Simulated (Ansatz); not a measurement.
# How far to go with the plane-wave cutoff: Fe (Im-3m, 1 atom in the cell)

```
CELL_PARAMETERS angstrom
     -1.43070     1.43070     1.43070
      1.43070    -1.43070     1.43070
      1.43070     1.43070    -1.43070
ATOMIC_POSITIONS crystal
  Fe 0.00000 0.00000 0.00000
```
Moments meant for the start (each program seeds them in its own way; μB, in the order of the atoms Fe): 2.5.

Level of theory: PBE (plane waves, PAW; Ansatz, a quantum-chemistry and plane-wave program).

Base settings: basis.ecutwfc = 420 eV; kpoints.mp_grid.grid = 16 16 16; hamiltonian.xc = pbe; hamiltonian.pseudopotentials = {kind: paw} (the program's default PAW files); magnetization.spin_polarized = true; scf.occupations.method = gaussian; scf.occupations.width = 0.1 eV.

The second cell is the first with its lattice scaled by 0.98.

The mesh stays at the base's, so the ladder's end is converged at best in this setting alone.

The first pressure column holds Ansatz's estimate of the finite-basis (Pulay) stress, which hides part of the cutoff error; the other is without it.

Only quantities that move along the ladder and can be compared are tabulated.

The magnetic state is not the same in all runs (site moments differ, or a search went on to a lower state), so steps between rows are not convergence errors alone.

The count of work is k-points × plane waves × bands × iterations; it is no time. 

The starting cell has typed, rounded lattice constants, without a prior relaxation at this level. Its lattice was rescaled by up to half a per cent. With one magnetic atom in the cell only a parallel order is possible. In the base run, with a pressure of about -5 GPa the cell is away from its equilibrium volume at this level.

| basis.ecutwfc | free energy less the last step's (meV/atom) | energy of the compressed cell less the first (meV/atom) | pressure (GPa) | pressure without the Pulay estimate (GPa) | net moment (μB/atom) | count of work / last |
|---|---|---|---|---|---|---|
| 145 eV | 92680.45 | 626.70 | -39.97 | -4066.95 | 0.000 | 0.075 |
| 170 eV | 41700.95 | -754.75 | -182.69 | -2091.94 | 0.000 | 0.083 |
| 190 eV | 22391.57 | -116.19 | -37.64 | -1273.31 | 2.633 | 0.11 |
| 210 eV | 11670.91 | 119.28 | 22.78 | -723.64 | 2.697 | 0.11 |
| 230 eV | 5907.58 | 115.78 | 27.62 | -409.07 | 2.541 | 0.12 |
| 250 eV | 2891.57 | 97.77 | 12.67 | -225.11 | 2.510 | 0.11 |
| 295 eV | 482.84 | 23.78 | 0.22 | -57.31 | 2.247 | 0.16 |
| 335 eV | 72.58 | 3.92 | -4.43 | -15.77 | 2.255 | 0.22 |
| 380 eV | 7.86 | 0.41 | -4.99 | -6.02 | 2.252 | 0.23 |
| 420 eV | 3.96 | 0.21 | -5.01 | -5.10 | 2.251 | 0.25 |
| 460 eV | 2.87 | 0.18 | -5.02 | -5.15 | 2.251 | 0.31 |
| 505 eV | 1.53 | 0.14 | -5.02 | -5.13 | 2.251 | 0.40 |
| 565 eV | 0.73 | 0.10 | -5.04 | -5.07 | 2.251 | 0.42 |
| 630 eV | 0.47 | 0.07 | -5.04 | -5.06 | 2.252 | 0.48 |
| 735 eV | 0.18 | 0.05 | -5.05 | -5.06 | 2.252 | 0.63 |
| 840 eV | 0.08 | 0.05 | -5.05 | -5.05 | 2.252 | 0.71 |
| 1010 eV | 0.00 | 0.05 | -5.05 | -5.05 | 2.252 | 1.0 |

Coarsest basis.ecutwfc that holds the free energy within 2 meV/atom of the last step, with all finer ones: 505 eV, at 0.40 of the last step's count of work; the step before is off by 2.9 meV/atom.

Coarsest basis.ecutwfc that holds the net moment within 0.02 μB/atom of the last step, with all finer ones: 295 eV, at 0.16 of the last step's count of work; the step before is off by 0.26 μB/atom.

Coarsest basis.ecutwfc that holds the pressure without the Pulay estimate within 0.5 GPa of the last step, with all finer ones: 420 eV, at 0.25 of the last step's count of work; the step before is off by 0.96 GPa.

The energy difference between the two cells stays within 1 meV/atom of the last step's from 380 eV on, the total only from 565 eV on: much of the error is common to both cells and cancels.

At the lowest cutoff the pressure without the Pulay estimate lies 4060 GPa under the last step's, the usual sign of Pulay stress in an incomplete plane-wave basis.

Keys are those of Ansatz 0.2.
